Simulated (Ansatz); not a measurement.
Input:

```
WSe2
1.0
    6.20104     0.00000     0.00000
    0.00000     6.20104     0.00000
    0.00000     0.00000     3.28268
W Se
2 4
Direct
  0.50000   0.50000   0.50000
  0.00000   0.00000   0.00000
  0.78396   0.78396   0.50000
  0.28396   0.71604   0.00000
  0.71604   0.28396   0.00000
  0.21604   0.21604   0.50000
```

No spin polarisation.

A single point on hypothetical rutile WSe2 with a change (biaxial strain +0.82 %, plane normal [001], relaxed out of plane), its geometry relaxed with PBEsol.

Method: Kohn–Sham DFT with the r2SCAN functional, run in Ansatz (an electronic-structure program) with PAW and 500 eV plane waves, without spin-orbit coupling. Γ-centred 8×8×14 mesh, Fermi–Dirac width 0.05 eV.

Q: Predict the pressure and band gap.

A: The pressure is 1.4 GPa and the band gap is zero.

Single points use the geometry relaxed with PBEsol. Stability against distortions was not tested. The final runs are not spin-polarised. The cell was made from WSe₂ in the rutile structure (space group P4_2/mnm, No. 136; a hypothetical phase, not in the database extracts checked) by this change: biaxial strain +0.82 %, plane normal [001], relaxed out of plane. WSe2 has a high density of states at the Fermi level and may be magnetic at this level.
